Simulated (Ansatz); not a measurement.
Data:

End structure of the (100) surface of rock-salt TiN, Hf on all Ti sites of the second plane (bottom of the slab: a bare face, its two planes held):

```
CELL_PARAMETERS angstrom
      3.00301     0.00000     0.00000
      0.00000     3.00301     0.00000
      0.00000     0.00000    27.00000
ATOMIC_POSITIONS crystal
  N  0.00000 0.00000 0.30005
  Ti 0.50000 0.50000 0.30005
  N  0.50000 0.50000 0.37870
  Ti 0.00000 0.00000 0.37870
  N  0.00000 0.00000 0.45746
  Ti 0.50000 0.50000 0.45739
  N  0.50000 0.50000 0.53625
  Ti 0.00000 0.00000 0.53435
  N  0.00000 0.00000 0.61909
  Hf 0.50000 0.50000 0.61948
  N  0.50000 0.50000 0.70484
  Ti 0.00000 0.00000 0.69840
```

Model: 12-atom slab, 10.8 Å thick at the start with caps and adatoms (thin: gaps and levels are the slab's own), 12x12x1 mesh, Fermi-Dirac 0.1 eV, dipole correction, single point; on the structure that PBE left under its start's symmetry; no spin, no spin-orbit, no U. It is one candidate, not shown to be the stable structure of the face.

Q: Give the work function of the top face at the level r2SCAN, at the PBE geometry run with Ansatz (a program for electronic structure).

A: 2.75 eV
